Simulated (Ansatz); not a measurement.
The reference is AlAs in the zinc blende structure (space group F-43m, No. 216; a = 5.674 Å). Axes: x, y, z lie along the cube axes.

Perturbation: biaxial strain +4.88 %, plane normal [001], relaxed out of plane (Cartesian); in-plane vectors clamped, the third vector and the atoms free.

Method: PBEsol (Ansatz, a program for electronic structure), no spin-orbit coupling, earlier PAW set.

**Question.** Give the band edges at the high-symmetry points of the new zone, measured from its valence-band maximum.

**Answer.** 
```json
[
 {"point": "Γ", "valence edge (eV)": "0.00", "conduction edge (eV)": "1.25"},
 {"point": "X", "valence edge (eV)": "-2.10", "conduction edge (eV)": "1.30"},
 {"point": "P", "valence edge (eV)": "-2.98", "conduction edge (eV)": "4.61"},
 {"point": "N", "valence edge (eV)": "-0.72", "conduction edge (eV)": "1.46"},
 {"point": "M", "valence edge (eV)": "-2.76", "conduction edge (eV)": "0.87"},
 {"point": "S", "valence edge (eV)": "-2.55", "conduction edge (eV)": "1.29"},
 {"point": "S₀", "valence edge (eV)": "-2.55", "conduction edge (eV)": "1.29"},
 {"point": "R", "valence edge (eV)": "-2.99", "conduction edge (eV)": "2.71"},
 {"point": "G", "valence edge (eV)": "-2.99", "conduction edge (eV)": "2.71"}
]
```

The gap is 0.87 eV, indirect, Γ → M.

Whether these cells are dynamically stable was not tested. k-point labels follow each cell's own Brillouin zone.
